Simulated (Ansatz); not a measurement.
Zn vacancy + Ga on the Zn site in wurtzite ZnO (start: the Zn site; Zn 3.28 Å away; 96-site cell, 2×2×2 shifted sampling). Computed with PBE, PAW (plane waves to 420 eV; Ansatz, an electronic-structure program). Total energies of the localised charge states, counted from that of charge 0, and their image corrections (point charge with alignment); the host's valence-band maximum lies at 6.706 eV on the cells' energy zero and its gap is 0.74 eV.

| charge | moment (μB) | E − E(first) (eV) | correction (eV) |
|---|---|---|---|
| 0 | 1.0 | 0.000 | 0.018 |
| −1 | 0.0 | 6.658 | 0.387 |

Task: Derive the transition levels above the valence-band maximum and say which of them are thermodynamic.

Result: A level is the Fermi energy at which two charges have equal formation energy: ε(q/q′) = [E(q′) + corr(q′) − E(q) − corr(q)] / (q − q′) − E_VBM.
ε(0/−1) = [(6.658 + 0.387) − (0.000 + 0.018)] / 1 − 6.706 = 0.32 eV
Thermodynamic levels at least 0.1 eV inside the gap: (0/−1) at 0.32 eV. They hold to tenths of an eV in this cell. Only the charges listed were compared. The geometries come from one start. Flagged in the runs: a host whose relaxation on this sampling wasn't shown to rest.
